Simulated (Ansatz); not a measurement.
Take PbO2 in the CdI2 type structure (space group P-3m1, No. 164; a = 3.372 Å, c = 4.361 Å; a hypothetical phase, not in the database extracts checked; layered, stacked along the Cartesian z axis) as the base. Axes: x lies along a and z along c of the hexagonal cell.

The values are results of Kohn–Sham DFT with the r2SCAN+rVV10 functional, run in Ansatz (a program for electronic structure) with PAW and 500 eV plane waves, without spin-orbit coupling, not measurements.

Modification: a pure shear with ε_yz = ε_zy = 0.0073, atoms relaxed at fixed cell.

Problem. Estimate the effect on the stress.

Solution. The stress (xx, yy, zz, yz, xz, xy; compression positive) amounts to (0.12, -0.08, 0.02, -0.16, 0.00, 0.00) GPa.

Problem. What does the calculation give for the largest internal atomic displacement after the change?

Solution. The largest internal atomic displacement comes out as 0.013 Å.

The cells carry an imposed strain or load. Whether these cells are dynamically stable was not tested.
